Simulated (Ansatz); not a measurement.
## TiAl: uniaxial strain ε_xx = −0.50 %

The reference is TiAl (space group P4/mmm, No. 123; a = 2.766 Å, c = 4.002 Å; relaxed with 0.1 eV smearing). Axes: x, y, z lie along a, b, c of the conventional cell.

One thing is altered: the cell is compressed by 0.50 % along x with no lateral relaxation, atoms relaxed at fixed cell.

Level of theory: LDA (Ansatz, a quantum-chemistry and plane-wave program; PAW; 420 eV plane waves; scalar-relativistic without spin-orbit coupling). Settings: 21×21×15 k-points, 0.1 eV Fermi–Dirac smearing.

```csv
quantity,base,changed,shift
space group,P4/mmm (No. 123),Pmmm (No. 47),–
shortest interatomic distance,2.766 Å,2.752 Å,-0.014 Å
energy relative to the base (free energy F),0 meV/atom,+0.3 meV/atom,+0.3 meV/atom
"pressure (mean of the normal stresses, compression positive)",0.0 GPa,0.6 GPa,+0.6 GPa
band gap,zero,zero,–
"stress (xx, yy, zz, yz, xz, xy; compression positive)",–,"(1.1, 0.4, 0.5, 0.0, 0.0, 0.0) GPa",–
```

No phonon test of stability was made. All final runs are without spin polarisation.
